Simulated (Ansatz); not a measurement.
Input:

End structure of a constructed model of the (100) surface of fcc Ag, a pseudomorphic layer of Mn in the host's stacking (bottom of the slab: a bare face, its two planes held):

```
CELL_PARAMETERS angstrom
      2.93338     0.00000     0.00000
      0.00000     2.93338     0.00000
      0.00000     0.00000    28.50000
ATOMIC_POSITIONS crystal
  Ag 0.50000 0.50000 0.28100
  Ag 0.00000 0.00000 0.35378
  Ag 0.50000 0.50000 0.42682
  Ag 0.00000 0.00000 0.49988
  Ag 0.50000 0.50000 0.57280
  Ag 0.00000 0.00000 0.64628
  Mn 0.50000 0.50000 0.71261
```

Slab: 7 atoms, 12.5 Å thick at the start; k 13x13x1, smearing 0.1 eV, dipole-corrected; 2 atoms held, the rest relaxed; held to the start's symmetry, so lower structures may exist; spin-polarised, ending with about 4.3 μB a cell; orders that need a larger cell were not tried, no spin-orbit, no U. It is one candidate, not shown to be the stable structure of the face.

Question: Estimate the work function of the top face that Ansatz (an electronic-structure program) with PBE returns for this input.

Answer: 3.85 eV
